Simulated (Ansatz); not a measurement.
The cell is built on a prototype and need not be the phase stable at ambient conditions.

By PBEsol, the system below comes out a metal.

A figure of merit of an interconnect metal is its ballistic conductance per area.

```xyz
4
Lattice="3.9240 0.0000 0.0000 0.0000 5.5494 0.0000 0.0000 2.7747 2.7747" Properties=species:S:1:pos:R:3 pbc="T T T"
Mo     1.9620     1.3874     1.3874
Mo     0.0000     2.7747     0.0000
Mo     1.9620     4.1621     1.3874
Os     0.0000     0.0000     0.0000
```

Space group of this cell: Pm-3m, Cu3Au type. The cell was relaxed by PBE-D3(BJ); by PBEsol its mean pressure is -1.0 GPa.

The current flows along the normal of the first two printed cell vectors. No spin-orbit coupling; the value is a mean over 0.1 eV about the Fermi level.

Problem. Compute, with PBEsol run with Ansatz (a quantum-chemistry and plane-wave program), the ballistic conductance per area.

Solution. 1.7 × 10¹⁵ S/m² for both spins.
